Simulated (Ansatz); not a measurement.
# CdGeAs2 under a change: Ge → Ga

Base system: CdGeAs₂ in the chalcopyrite structure (space group I-42d, No. 122; a = 5.9812 Å, c = 11.2983 Å).

Now apply this change: Ga takes the place of Ge on all its sites, then cell and atoms are relaxed.

All numbers come from r2SCAN in Ansatz (plane waves to 500 eV, PAW, spin-orbit coupling left out). k-mesh 11×11×11 (Γ-centred); smearing 0.05 eV (Fermi–Dirac), for the changed cell.

```json
[
 {"quantity": "volume per atom", "base": "25.26 Å³", "changed": "25.17 Å³", "shift": "-0.09 Å³"},
 {"quantity": "density", "base": "5.50 g/cm³", "changed": "5.48 g/cm³", "shift": "-0.028 g/cm³"},
 {"quantity": "lattice parameter a", "base": "5.981 Å", "changed": "5.970 Å", "shift": "-0.011 Å"},
 {"quantity": "c/a ratio", "base": "1.889", "changed": "1.893", "shift": "+0.004"},
 {"quantity": "space group", "base": "I-42d (No. 122)", "changed": "I-42d (No. 122)", "shift": "–"},
 {"quantity": "shortest interatomic distance", "base": "2.446 Å", "changed": "2.450 Å", "shift": "+0.004 Å"},
 {"quantity": "band gap", "base": "0.10 eV", "changed": "zero", "shift": "–"}
]
```

Final structure:

```
CdGaAs2
1.0
   -2.98497     2.98497     5.64993
    2.98497    -2.98497     5.64993
    2.98497     2.98497    -5.64993
Cd Ga As
2 2 4
Direct
  0.75000   0.25000   0.50000
  0.00000   0.00000   0.00000
  0.25000   0.75000   0.50000
  0.50000   0.50000   0.00000
  0.15161   0.12500   0.52661
  0.59839   0.62500   0.47339
  0.37500   0.84839   0.97339
  0.87500   0.40161   0.02661
```

Stability against distortions was not tested. As relaxed here, CdGaAs2 is a hypothetical phase, not in the database extracts checked. All final runs are without spin polarisation. A zero or small gap of CdGeAs2 can be the functional's error rather than a property of the material.

Ansatz is a quantum-chemistry and plane-wave program.
